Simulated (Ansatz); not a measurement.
# Be: pressure 3 GPa

Consider Be in the hcp (Mg type) structure (space group P6_3/mmc, No. 194; a = 2.265 Å, c = 3.561 Å).

One thing is altered: cell and atoms relaxed at a pressure of 3 GPa.

Method: PBE/PAW in Ansatz (an electronic-structure program), no SOC. k-mesh 23×23×13 (Γ-centred); smearing 0.05 eV (Fermi–Dirac).

The volume per atom shrinks by 0.18 Å³, from 7.91 Å³ to 7.73 Å³ and the density goes up by 0.045 g/cm³ to 1.94 g/cm³. The lattice parameter a falls by 0.0185 Å to 2.246 Å and the c/a ratio stays essentially unchanged (1.572 against 1.574). The shortest interatomic distance drops by 0.016 Å (2.209 Å → 2.193 Å) and the enthalpy H = E + PV relative to the base's energy comes out as +0.15 eV/atom. The band gap stays zero.

Cost of the whole job for the changed cell (relaxation, final SCF and bands): about 14 core-seconds (a rough figure).

Load acts through the strain it causes; cell and atoms are relaxed under it. Whether these cells are dynamically stable was not tested.
